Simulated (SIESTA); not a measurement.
Band structure of LaH3 (I4/mmm, 4 atoms in the cell).

```
CELL_PARAMETERS angstrom
     -1.89546     1.89546     3.08581
      1.89546    -1.89546     3.08581
      1.89546     1.89546    -3.08581
ATOMIC_POSITIONS crystal
  La 0.00000 0.00000 0.00000
  H  0.75000 0.25000 0.50000
  H  0.25000 0.75000 0.50000
  H  0.50000 0.50000 0.00000
```

Method of the run: GGA PBEsol, numerical atomic orbitals DZP, PseudoDojo PBEsol standard norm-conserving potentials (rewritten from UPF to PSML) run with SIESTA.

Settings: XC.functional = GGA; XC.authors = PBEsol; potentials = PseudoDojo PBEsol standard; PAO.BasisSize = DZP; PAO.EnergyShift = 0.01 Ry; MeshCutoff = 300 Ry; kgrid.MonkhorstPack = 6 6 6; OccupationFunction = FD; ElectronicTemperature = 580.23 K; MaxSCFIterations = 150; SCF.Mixer.Method = Broyden; SCF.Mixer.Weight = 0.25; SCF.Mixer.History = 8; SCF.DM.Tolerance = 1.0E-05.

The starting cell comes from a database of computed structures (which also holds hypothetical and non-ambient phases and stackings), without a prior relaxation at this level. Its lattice was rescaled by a random factor within 2.5 % of one. Values carry the incompleteness of an atom-centred basis.

### Question
Predict the gap along the standard path and the places of the band edges.

### Answer
The gap along the path is 0.06 eV, from a point between S and Γ to N; the smallest direct gap on it is 0.16 eV. Another conduction valley lies within 0.1 eV, so the order of the valleys is not sure.

Levels in eV from the top of the valence band on the path, bands 4 to 8:
```
point       4      5      6      7     8
-----  ------  -----  -----  -----  ----
Γ      -16.50  -7.38  -1.27  -0.07  0.09
X      -16.77  -5.04  -4.84  -2.18  3.91
Y      -16.96  -4.44  -4.09  -2.85  2.32
S      -16.60  -3.86  -3.72  -3.68  2.43
Z      -16.69  -4.81  -4.38  -2.91  4.84
S1     -16.60  -3.86  -3.72  -3.68  2.43
N      -16.52  -5.35  -3.38  -0.74  0.06
P      -16.78  -4.50  -3.82  -3.82  1.42
Y1     -16.96  -4.44  -4.09  -2.85  2.32
```

Higher empty bands are left out: an atom-centred basis made for the valence describes them poorly.
